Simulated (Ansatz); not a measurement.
Consider Mo in the bcc (W type) structure (space group Im-3m, No. 229; a = 3.1114 Å).

Structures relaxed with LDA in Ansatz (plane waves to 420 eV, PAW, without spin-orbit coupling).

Base:

Simulated powder pattern, Cu Kα, λ = 1.54184 Å (kinematic, ideal powder, no thermal factors, no anomalous dispersion; the 8 strongest lines at most, above 2 %, up to 2θ = 90°):

```csv
2θ (°),I/Imax (%),hkl
41.02,100,(110)
59.41,16,(200)
74.73,33,(211)
88.98,11,(220)
```

It is then changed as follows: a hydrostatic pressure of 22.5 GPa.

After the change:

Simulated powder pattern, Cu Kα, λ = 1.54184 Å (kinematic, ideal powder, no thermal factors, no anomalous dispersion; the 8 strongest lines at most, above 2 %, up to 2θ = 90°):

```tsv
2θ (°)	I/Imax (%)	hkl
41.99	100	(110)
60.88	16	(200)
76.71	33	(211)
```

The indices refer to the base's conventional cell; one index is shown for lines that coincide.

Load acts through the strain it causes; cell and atoms are relaxed under it. Whether these cells are dynamically stable was not tested. Competing high-pressure phases were not computed. All final runs are without spin polarisation.

Ansatz is a program for electronic structure.
